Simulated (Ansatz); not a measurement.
## GaP under a change: pressure 30 GPa

Base system: GaP in the zinc blende structure (space group F-43m, No. 216; a = 5.451 Å).

Now apply this change: a hydrostatic pressure of 30 GPa.

Computed with r2SCAN (Ansatz, a first-principles code, PAW, no SOC). k-mesh 10×10×10 (Γ-centred); smearing 0.05 eV (Fermi–Dirac).

```csv
quantity,base,changed,shift
volume per atom,20.25 Å³,16.33 Å³,-3.92 Å³
shortest interatomic distance,2.360 Å,2.197 Å,-0.163 Å
enthalpy H = E + PV relative to the base's energy,–,+3.36 eV/atom,–
band gap,1.85 eV,1.36 eV,-0.49 eV
smallest direct gap,2.36 eV,4.00 eV,+1.64 eV
electron mass,"1.1 mₑ along k, 0.23 mₑ across (off the special points)","1.4 mₑ along k, 0.21 mₑ across (off the special points)",–
"hole mass (degenerate bands, along [100])","0.13, 0.37, 0.37 mₑ (at Γ)","0.19, 0.28, 0.28 mₑ (at Γ)",–
"valley order (the lowest conduction-band minima on the path, energy above the VBM, named in the base's zone)","a point along ⟨100⟩, about 1.0 Å⁻¹ from Γ 1.85 eV; L along ⟨111⟩ 2.04 eV; Γ 2.36 eV","a point along ⟨100⟩, about 1.0 Å⁻¹ from Γ 1.36 eV; L along ⟨111⟩ 2.73 eV",–
```

Final structure:

```yaml
crystal:
  lattice:
    - [0.00000, 2.53694, 2.53694]
    - [2.53694, 0.00000, 2.53694]
    - [2.53694, 2.53694, 0.00000]
  atoms:
    - { symbol: Ga, position: [0.00000, 0.00000, 0.00000] }
    - { symbol: P, position: [0.25000, 0.25000, 0.25000] }
```

Cost of the whole job for the changed cell (relaxation, final SCF and bands): around 28 core-seconds (rough).

Load acts through the strain it causes; cell and atoms are relaxed under it. Masses are band curvatures over ±0.01 Å⁻¹ around the edge. Along k means along the line from Γ to the band edge. Whether these cells are dynamically stable was not tested. Measured, GaP leaves this structure (for a Cmcm phase) near 26 GPa (temperature not stated; as listed in Datta, Sujoy, Jana, Debnarayan, arXiv (2020)).
